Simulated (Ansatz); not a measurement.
We consider PbZrO3 (Amm2, No. 38, 5 atoms in the cell; start mp-20337; a measured phase of this formula has another space group), described by r²SCAN (Ansatz, a program for electronic structure, PAW).

Numerical settings: plane-wave cutoff 560 eV, 8×8×8 k mesh, Fermi–Dirac smearing 0.01 eV, scalar-relativistic PAW data made under PBE.

Cell (relaxed at this level):

Space group Amm2 (No. 38); a = 4.133 Å, b = 5.894 Å, c = 6.024 Å, α = β = γ = 90.00°

```csv
atom,site,symmetry,x,y,z
Zr,2b,mm2,0.5000,0.5000,0.0071
Pb,2a,mm2,0.0000,0.0000,0.9481
O,4e,m..,0.5000,0.2657,0.2964
O,2a,mm2,0.0000,0.0000,0.5591
```
(The calculation used a cell of 5 atoms; values per cell refer to that cell.)

Problem. Estimate the band gap, smallest direct gap on the k points sampled and Γ–Γ gap that the calculation returns.

Solution. 
- band gap: 3.12 eV
- smallest direct gap on the k points sampled: 3.38 eV
- Γ–Γ gap: 4.77 eV

Spin–orbit coupling is not included; with these elements it can move the gap by several tenths of an eV or more.

Static lattice: no zero-point or thermal effects.

A start named mp-… is a Materials Project structure, which need not be a measured phase.
